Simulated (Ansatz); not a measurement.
A relaxation of the atoms of LaPt3 (P4mm, 4 atoms in the cell) with Ansatz (a program for electronic structure).

Method: LDA (PW92), default PAW files made with PBE (plane waves; Ansatz).

The change in words: one atom moved by 0.15 angstrom; relax: default → atoms; relax.f_tol: default → 0.2 eV/Å. Reference geometry:
```
CELL_PARAMETERS angstrom
      4.19336     0.00000     0.00000
      0.00000     4.19336     0.00000
      0.00000     0.00000     4.19336
ATOMIC_POSITIONS crystal
  La 0.00000 0.00000 0.00000
  Pt 0.00000 0.50000 0.50000
  Pt 0.50000 0.00000 0.50000
  Pt 0.50000 0.50000 0.00000
```

Reference input (self-consistent single point, DFT, LDA (PW92), plane waves, default PAW files made with PBE): basis.ecutwfc = 420 eV; kpoints.mp_grid.grid = 8 8 8; hamiltonian.xc = lda; hamiltonian.pseudopotentials = {kind: paw} (the program's default PAW files); scf.occupations.method = gaussian; scf.occupations.width = 0.1 eV. This run's input differs from it in these lines:

```diff
@@ -6,3 +6,3 @@
   atoms:
-    - { symbol: La, position_ang: [0.00000000, 0.00000000, 0.00000000] }
+    - { symbol: La, position_ang: [0.00000000, 0.00000000, 0.15000061] }
     - { symbol: Pt, position_ang: [0.00000000, 2.09667900, 2.09667900] }
@@ -19,2 +19,4 @@
   occupations: { method: gaussian, width: 0.1 }
+relax:
+  f_tol: 0.2
 output:
```

Output, abridged:

```
   [... SCF lines of the steps left out ...]
relax step   1: F+E_penalty+E_count = -42814.23248225 eV  Δ(F+E_penalty+E_count) = +0.000e0 eV  max|allowed force component| = 1.340e0 eV/Å  Δτ_max = 0.0000 Å  (6 SCF iters, dr2 threshold 1.00e-4 eV, accepted)
relax step   2: F+E_penalty+E_count = -42814.25383048 eV  Δ(F+E_penalty+E_count) = -2.135e-2 eV  max|allowed force component| = 1.147e0 eV/Å  Δτ_max = 0.1961 Å  (6 SCF iters, dr2 threshold 1.00e-4 eV, accepted)
relax step   3: F+E_penalty+E_count = -42814.33234495 eV  Δ(F+E_penalty+E_count) = -7.851e-2 eV  max|allowed force component| = 4.497e-3 eV/Å  Δτ_max = 0.0830 Å  (6 SCF iters, dr2 threshold 8.22e-5 eV, accepted)
relax step   4: F+E_penalty+E_count = -42814.33234496 eV  Δ(F+E_penalty+E_count) = -7.880e-9 eV  max|allowed force component| = 4.451e-3 eV/Å  Δτ_max = 0.0000 Å  (6 SCF iters, accepted)
the relaxation is at rest under the 8 symmetry operations that the run kept from its start: a minimum is not shown …
Stability not checked: this state was not tested for a lower state beside it, because too few of the mixer's solves of this state at the end of the SCF gave a …
Free energy (F): -42814.332345 eV
Internal energy: -42814.320026 eV  (E = F + TS)
E sigma→0 (E₀):  -42814.326185 eV
Entropy (-TS):   -0.012319 eV (-3.080 meV/atom)
Fermi energy:    18.938478 eV
--- Forces (eV/Å), atoms counted from 1 ---
  atom   1  La    -0.00000000     0.00000000     0.00445116
   [... lines left out ...]
  F+E_penalty+E_count = -42814.33234496 eV   max|allowed force component| = 4.451e-3 eV/Å
  atoms:
    - { symbol: La, position: [-1.7940666752666098e-36, 0.0, 0.00880749272363375] }
    - { symbol: Pt, position: [3.982828019091874e-35, 0.5, 0.5089287814326467] }
    - { symbol: Pt, position: [0.5, 0.0, 0.5089287814326467] }
    - { symbol: Pt, position: [0.5, 0.5, 0.009105944645252611] }
```

The run converged.  The full log also holds: “iter 4 did not close the SCF: its close was put off for the readings that it lacked (scf_convergence_deferred on its scf_iter line)”. The full log also holds: “iter 5 did not close the SCF: its close was put off for the readings that it lacked (scf_convergence_deferred on its scf_iter line)”.

Summary of the result:
```
Property                                                 Result
-----------------------------------------------  --------------
Free energy E − TS (on the zero of these files)  -42814.3323 eV
Fermi level (on the code's own zero)                   18.94 eV
Pressure                                              -6.48 GPa
Largest force (vector length)                        0.004 eV/Å
Relaxation steps                                              4
```

The starting cell comes from a database of computed structures (which also holds hypothetical and non-ambient phases and stackings), without a prior relaxation at this level. Its lattice was rescaled by up to half a per cent. For this run, on top of that: one atom moved by 0.15 angstrom. Spin polarisation is off. The relaxation keeps the symmetry of its start, so its end need not be a minimum. Ansatz's pressure includes its estimate of the finite-basis (Pulay) stress.

Cost on one core of a shared machine: roughly 60 s.

Keys are those of Ansatz 0.2.
